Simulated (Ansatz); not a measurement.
Worked calculations on one periodic cell of amorphous Si₂₀P₂O₄₅: Si20P2O45, 67 atoms, volume 964.5 Å³, made by a melt-quench on the CHGNet potential and relaxed with DFT. O atoms were pushed apart under 1.9 Å during the dynamics, to hinder bonds among them. It is a model cell: composition and starting density were chosen by hand, and all elements were melted together. Level of theory: PBE (plane waves to 420 eV, PAW; Ansatz, an electronic-structure program). Sampling: a 2×2×2 Γ-centred mesh; Fermi-Dirac width 0.02 eV; no spin polarisation. Its volume was relaxed, its shape was held as a cube, and it stands at a mean pressure of 0.0 GPa with stress components up to 1.3 GPa; the relaxation ran on the zone centre alone. Its density went from a set 2.26 to 2.31 g/cm³. The cell is small and was quenched far faster than a real film, so it is one sample of the glass.

Problem. Count formal charges (Si +4, P +5, O -2). What does the count lead one to expect at the Fermi level, and what does the calculation give?

Solution. 20 × (+4) + 2 × (+5) + 45 × (-2) = 0. The charges balance, so the anion-derived valence states can be full and a gap can open. On this mesh the highest filled and lowest empty level lie 2.87 eV apart; localised defect or tail levels set that (at the zone centre the more localised edge state sits most on one O atom with neighbours Si 1.53 Å), and the nearest spread-out levels lie 4.9 eV apart.

Four energies for a hole at PBE on the zone centre alone (charged cells in a uniform background, spin-polarised): neutral at the neutral geometry -39820.111 eV; charged at the neutral geometry -39822.273 eV; charged and relaxed -39822.730 eV; neutral at the charged geometry -39819.300 eV.

Problem. Find the two relaxation energies and their sum, the reorganisation energy.

Solution. On charging: -39822.273 − (-39822.730) = 0.457 eV. On discharging: -39819.300 − (-39820.111) = 0.811 eV. The sum is 1.268 eV. The carrier's level spreads over 2 of the 67 atoms' worth, so it counts as localised, most on one O atom with neighbours Si 1.53 Å (neutral geometry). The values are uncorrected: the image energy of a point charge in this cell, 2.84 × 14.40 / (2 × 9.9) = 2.1 eV before screening, is screened by electrons alone at the fixed geometry and by ions too after relaxing, and the carrier can be spread before it relaxes, so each term can be off by up to that value times 1/ε∞, some tenths of an eV. PBE's self-interaction favours spread-out carriers, so a hybrid can localise more.
